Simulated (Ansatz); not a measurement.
**Response to strain in InAs**

The reference is InAs in the zinc blende structure (space group F-43m, No. 216; a = 6.109 Å). Axes: x, y, z lie along the cube axes.

Strains are applied to the cell and any free atomic positions relax; under biaxial strain the out-of-plane vector relaxes too; under stress the whole cell relaxes.

Method: Ansatz (an electronic-structure program), r2SCAN, PAW, cutoff 500 eV, no spin-orbit coupling.

Notes on the quantities. energy relative to the base: free energy F.

```json
[
 {"case": "base", "volume per atom": "28.50 Å³", "space group": "F-43m (No. 216)", "energy relative to the base": "0 meV/atom"},
 {"case": "biaxial strain −0.73 %, plane normal [001], relaxed out of plane", "volume per atom": "28.31 Å³", "space group": "I-4m2 (No. 119)", "energy relative to the base": "+0.8 meV/atom"},
 {"case": "isotropic strain +1.45 %", "volume per atom": "29.76 Å³", "space group": "F-43m (No. 216)", "energy relative to the base": "+9.0 meV/atom"},
 {"case": "isotropic strain +2.20 %", "volume per atom": "30.42 Å³", "space group": "F-43m (No. 216)", "energy relative to the base": "+20 meV/atom"},
 {"case": "isotropic strain +3.93 %", "volume per atom": "31.99 Å³", "space group": "F-43m (No. 216)", "energy relative to the base": "+61 meV/atom"},
 {"case": "isotropic strain +5.24 %", "volume per atom": "33.22 Å³", "space group": "F-43m (No. 216)", "energy relative to the base": "+104 meV/atom"},
 {"case": "uniaxial strain ε_yy = +1.54 %", "volume per atom": "28.94 Å³", "space group": "I-4m2 (No. 119)", "energy relative to the base": "+1.7 meV/atom"},
 {"case": "uniaxial strain ε_zz = −5.58 %", "volume per atom": "26.91 Å³", "space group": "I-4m2 (No. 119)", "energy relative to the base": "+24 meV/atom"},
 {"case": "tensor shear ε_yz = −3.82 %", "volume per atom": "28.46 Å³", "space group": "Imm2 (No. 44)", "energy relative to the base": "+20 meV/atom"},
 {"case": "uniaxial stress, 1 GPa compression along z", "volume per atom": "28.33 Å³", "space group": "I-4m2 (No. 119)", "energy relative to the base": "+1.9 meV/atom"}
]
```

A case with no gap was solved on a k-mesh chosen for an insulator, which is coarse for it. Stability under load was not tested beyond the relaxation. The final runs are not spin-polarised.
